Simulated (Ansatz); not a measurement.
We consider CsO2 (I4/mmm, No. 139; cell taken from a computed entry), described by LDA in Ansatz (PAW).

Settings: plane-wave cutoff 500 eV, 12×12×12 k mesh, Fermi–Dirac smearing 0.05 eV, spin-polarised start, scalar-relativistic PAW data made under PBE.

Computed at the level's own relaxed cell.

**Question.** Give the computed volume per atom, equilibrium lattice constant a and c axis length.

**Answer.** 
* **volume per atom**: 20.62 Å³/atom
* **equilibrium lattice constant a**: 4.205 Å
* **c axis length**: 6.995 Å

Note: the magnetic order was assumed, not searched for or taken from measurement; the relaxation could not lower the start's symmetry, so the cell can be a saddle point above a distorted one.

Spin–orbit coupling is not included.

Static lattice: no zero-point or thermal effects.

Ansatz is a first-principles code.
